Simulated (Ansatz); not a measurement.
Start from TlBiS2 (space group R-3m, No. 166; a = 4.085 Å, c = 21.696 Å (hexagonal axes)). Axes: x lies along a and z along c of the hexagonal cell.

Calculations: PBEsol (Ansatz, an electronic-structure program), no spin-orbit coupling.

Base values:

| Quantity | Result |
|---|---|
| Pressure | 0.0 GPa |
| Band gap | 0.15 eV |

Modification: biaxial strain +3.00 %, plane normal [001], relaxed out of plane (Cartesian); in-plane vectors clamped, the third vector and the atoms free.

### Question
Predict the new pressure.

### Answer
The pressure (mean of the normal stresses, compression positive) goes from zero to -1.4 GPa.

### Question
What does the calculation give for the band gap after the change?

### Answer
The band gap goes from 0.15 eV to zero.

Spin-orbit coupling, missing from the scalar runs, can matter with Bi and Tl. Whether these cells are dynamically stable was not tested. All final runs are without spin polarisation. A zero or small gap of TlBiS2 can be the functional's error rather than a property of the material.
